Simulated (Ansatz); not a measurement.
System: Al2Cu (I4/mcm, No. 140). Method: PBE-D4 (Ansatz, a first-principles code, PAW).

Run with plane-wave cutoff 520 eV, 14×14×14 k mesh, Fermi–Dirac smearing 0.05 eV, no spin polarisation, scalar-relativistic PAW data made under PBE.

Energies at three volumes about the minimum:

```csv
V (Å³/atom),E − E_lowest (meV/atom)
14.034,2.05
14.321,0.00
14.607,1.92
```

Problem. Fit a parabola by hand: where is the minimum, and what is the bulk modulus?

Solution. Slopes: (0.00 − 2.05)/(14.321 − 14.034) = -7.143 and (1.92 − 0.00)/(14.607 − 14.321) = 6.713 meV/Å³. Curvature E″ = 2 × (6.713 − (-7.143))/(14.607 − 14.034) = 48.363 meV/Å⁶. From the middle of the first interval, the slope vanishes at V0 = 14.1775 − (-7.143)/48.363 = 14.325 Å³/atom. B = V0 E″ = 14.325 × 48.363 meV/Å³ × 0.1602 GPa per meV/Å³ = 111 GPa. The full Birch–Murnaghan fit to all volumes gives V0 = 14.321 Å³/atom and B0 = 111 GPa.

Shape and atoms are relaxed at each volume.

Note: the bulk modulus comes from volumes at which shape and atoms were relaxed.
